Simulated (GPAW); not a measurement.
Input and output of a self-consistent single point for As (R-3m, 2 atoms in the cell) (GPAW)

Method of the run: PBE, GPAW PAW datasets PBE (gpaw-data 1.0.1) (plane waves; GPAW 25.7.0).

Input:

```python
from ase import Atoms
from ase.units import GPa
from gpaw import GPAW, PW, FermiDirac

atoms = Atoms(['As', 'As'],
              cell=[[1.877410, 1.083923, 3.704337],
                    [-1.877410, 1.083923, 3.704337],
                    [0.000000, -2.167846, 3.704337]],
              positions=[[-0.000000, -0.000000, 2.494093],
                         [0.000000, -0.000000, 8.618918]],
              pbc=True)

calc = GPAW(mode=PW(600),
            xc='PBE',
            kpts=(11, 11, 11),
            occupations=FermiDirac(0.1),
            nbands=-10,
            symmetry={'symmorphic': False, 'tolerance': 0.0005},
            maxiter=150)

atoms.calc = calc

energy = atoms.get_potential_energy()
print('Energy (eV):', round(energy, 6))
forces = atoms.get_forces()
print('Forces (eV/Ang):')
print(forces.round(5))
stress = atoms.get_stress()
print('Stress (GPa, Voigt):', (stress / GPa).round(4))
```

Log, with long lists cut:

```
Input parameters:
  kpts: [11 11 11]
  maxiter: 150
  mode: {ecut: 600.0,
         name: pw}
  nbands: -10
  occupations: {fixmagmom: False,
                name: fermi-dirac,
                width: 0.1}
  symmetry: {symmorphic: False,
             tolerance: 0.0005}
  xc: PBE

species:
  As:
    name: Arsenic
    Z: 33.0
    valence: 5
    core: 28
    charge: 0.0
    file: As.PBE.gz

    # Using partial waves for As as LCAO basis

Reference energy: -123005.947200  # eV

Spin-paired calculation

Convergence criteria:
 Maximum [total energy] change in last 3 cyles: 0.0005 eV / valence electron
 Maximum integral of absolute [dens]ity change: 0.0001 electrons / valence electron
 Maximum integral of absolute [eigenst]ate change: 4e-08 eV^2 / valence electron
 Maximum number of scf [iter]ations: 150

Symmetries present (total): 12
Symmetries with fractional translations: 0
1331 k-points: 11 x 11 x 11 Monkhorst-Pack grid
146 k-points in the irreducible part of the Brillouin zone
       k-points in crystal coordinates                weights
   0:     0.00000000    0.00000000    0.00000000          1/1331
   1:     0.09090909    0.00000000   -0.09090909          6/1331
   2:     0.09090909    0.00000000    0.00000000          6/1331
   [... 7 lines left out ...]
          ...
 145:     0.45454545    0.45454545    0.45454545          2/1331

Wave functions: Plane wave expansion
  Cutoff energy: 600.000 eV
  Number of coefficients (min, max): 1488, 1535
  Pulay-stress correction: 0.000000 eV/Ang^3 (de/decut=0.000000)

Occupation numbers: Fermi-Dirac:
  width: 0.1000  # eV

Eigensolver

Densities:
  Coarse grid: 25*25*25 grid
  Fine grid: 50*50*50 grid
  Total Charge: 0.000000

Density mixing:
  Method: separate
  Backend: pulay
  Linear mixing parameter: 0.05
  old densities: 5
  Damping of long wavelength oscillations: 50

Hamiltonian:
  XC and Coulomb potentials evaluated on a 50*50*50 grid
  External potential:
    NoExternalPotential

XC parameters: PBE with 2 nearest neighbor stencil

Number of atoms: 2
Number of atomic orbitals: 8
Number of bands in calculation: 15
Number of valence electrons: 10
Bands to converge: occupied

Density initialized from atomic densities
  8 bands from LCAO basis set
  7 bands from random numbers

Atomic positions and initial magnetic moments

Positions:
   0 As    -0.000000   -0.000000    2.494093    ( 0.0000,  0.0000,  0.0000)
   1 As     0.000000   -0.000000    8.618918    ( 0.0000,  0.0000,  0.0000)

Unit cell:
           periodic     x           y           z      points  spacing
  1. axis:    yes    1.877410    1.083923    3.704337    25     0.1248
  2. axis:    yes   -1.877410    1.083923    3.704337    25     0.1248
  3. axis:    yes    0.000000   -2.167846    3.704337    25     0.1248

  Lengths:   4.292047   4.292047   4.292047
  Angles:   51.878245  51.878245  51.878251

Effective grid spacing dv^(1/3) = 0.1425

     iter     time        total  log10-change:
                         energy   eigst   dens
iter:   1 --:--:--    -9.329767
iter:   2 --:--:--    -9.330057   -3.00  -1.12
iter:   3 --:--:--    -9.320816   -3.02  -1.14
iter:   4 --:--:--    -9.321049   -4.43  -2.10
iter:   5 --:--:--    -9.320521c  -4.78  -2.22
iter:   6 --:--:--    -9.320528c  -6.68  -2.81
iter:   7 --:--:--    -9.320517c  -6.07  -2.88
iter:   8 --:--:--    -9.320521c  -7.16  -3.48
iter:   9 --:--:--    -9.320521c  -7.58c -3.66
iter:  10 --:--:--    -9.320522c  -8.28c -3.83
iter:  11 --:--:--    -9.320522c -10.11c -4.82c

Converged after 11 iterations.

Dipole moment: (-0.000000, -0.000000, -0.000000) |e|*Ang

Energy contributions relative to reference atoms: (reference = -123005.947200)

Kinetic:        +17.455511
Potential:      -17.307097
External:        +0.000000
XC:              -9.446673
Entropy (-ST):   -0.009006
Local:           -0.017760
SIC:             +0.000000
--------------------------
Free energy:     -9.325025
Extrapolated:    -9.320522

Showing only first 2 kpts
 Kpt  Band  Eigenvalues  Occupancy
  0     3      4.61290    2.00000
  0     4      4.61290    2.00000
  0     5      7.88889    0.00000
  0     6      9.20783    0.00000

  1     3      4.15880    2.00000
  1     4      4.29820    2.00000
  1     5      8.37451    0.00000
  1     6      8.63904    0.00000

Fermi level: 6.58659

No gap
No difference between direct/indirect transitions
Energy (eV): -9.320522

Forces in eV/Ang:
  0 As    0.00000    0.00000    0.29888
  1 As    0.00000   -0.00000   -0.29888

Stress tensor:
    -0.013987     0.000000     0.000000
     0.000000    -0.013987     0.000000
     0.000000     0.000000    -0.008556
Stress (GPa, Voigt): [-2.241  -2.241  -1.3708  0.      0.      0.    ]
```

The run converged in 11 iterations. GPAW prints stress with tension positive.

The starting cell comes from a database of computed structures (which also holds hypothetical and non-ambient phases and stackings), without a prior relaxation at this level.

Cost on one core of a shared machine: roughly 70 s.
